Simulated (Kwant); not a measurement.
Device: zigzag graphene on boron nitride (staggered potential) ribbon with Kane-Mele spin-orbit coupling. 16 zigzag chains, bond 0.142 nm, hopping 2.7 eV, scattering region 8.5 nm long; sites with one neighbour are removed; energy swept from -1.6 to 1.6 eV from the neutrality point. Staggered potential ±Δ on the two sublattices, Δ = 0.03 eV. Second-neighbour term iλ/(3√3) ν σz with λ = 0.65 eV, Rashba hopping 0 eV, exchange ±0 eV σz in the scattering region alone; these strengths are model values, not the material's.

Constants are typed, rounded textbook-type inputs, not results; the design itself was drawn at random and stands for no fabricated device.

Kwant, nearest-neighbour tight-binding model of a honeycomb sheet with an imaginary second-neighbour term, both spins, coherent transport at 0 K. Conductance is in e²/h.

Task: Is the sheet in its topological phase, how wide is its bulk gap, and what conductance is due inside it?

Result: At the two valleys the masses are λ ± Δ = 0.680 and 0.620 eV; the bulk gap is 2|λ − Δ| = 1.24 eV. λ > Δ, so the phase is topological, with edge channels that give G = 2. Simulated at 0.267 eV: 2.00 e²/h.
